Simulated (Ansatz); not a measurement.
**What x(Sr) = 0.333, 6 atoms, Immm does to MgO**

Start from MgO in the rock salt structure (space group Fm-3m, No. 225; a = 4.204 Å).

The other end (x = 1) is SrO in the rock salt structure (space group Fm-3m, No. 225): 17.17 Å³/atom, gap 3.80 eV.

Perturbation: a fraction x = 0.333 of the Mg sites is given to Sr, ordered in a cell of 6 atoms (starting symmetry Immm) and fully relaxed.

Method: Ansatz (an electronic-structure program), r2SCAN, PAW, cutoff 500 eV, without spin-orbit coupling. Γ-centred 12×12×12 mesh, Fermi–Dirac width 0.05 eV, for the changed cell.

The density grows by 0.60 g/cm³, from 3.60 g/cm³ to 4.20 g/cm³ and the shortest interatomic distance drops by 0.057 Å, from 2.102 Å to 2.045 Å. The band gap shrinks by 1.559 eV to 4.13 eV and the gap character (in this cell's own zone, which can be folded) remains direct at Γ. The electron mass changes from 0.36 mₑ (at Γ) to 0.32 mₑ along a, 0.36 mₑ along b, 0.38 mₑ along c (at Γ) and the valence-band top at Γ (three highest levels, from the VBM) changes from 0.00, 0.00, 0.00 eV to 0.00, -0.14, -0.20 eV. The mixing energy amounts to +0.233 eV/atom and the deviation of the volume from the linear (Vegard-type) interpolation is +1.8 %. The bowing parameter b of this ordering, from Eg = [1−x] Eg[0] + x Eg[1] − b x [1−x], comes out as 4.2 eV and the mean first-shell distances comes out as Mg–O 2.243 Å (end compound 2.102 Å), Sr–O 2.428 Å (end compound 2.580 Å).

Final structure:

```xyz
6
Lattice="-1.5723 2.3864 4.8501 1.5723 -2.3864 4.8501 1.5723 2.3864 -4.8501" Properties=species:S:1:pos:R:3 pbc="T T T"
O      0.0000     0.0000     2.9718
O      0.0000     0.0000     0.0000
O      0.0000     0.0000     6.7284
Mg     0.0000     2.3864     3.1861
Sr     0.0000     2.3864     0.0000
Mg     1.5723     0.0000     1.6640
```

Cost of the whole job for the changed cell (relaxation, final SCF and bands): about 4 core-minutes (a rough figure).

Each cell is one ordered arrangement of few atoms, which overstates ordering effects compared with a random alloy. Effective masses come from finite differences of ±0.01 Å⁻¹. Stability against distortions was not tested. k-point labels follow each cell's own Brillouin zone.
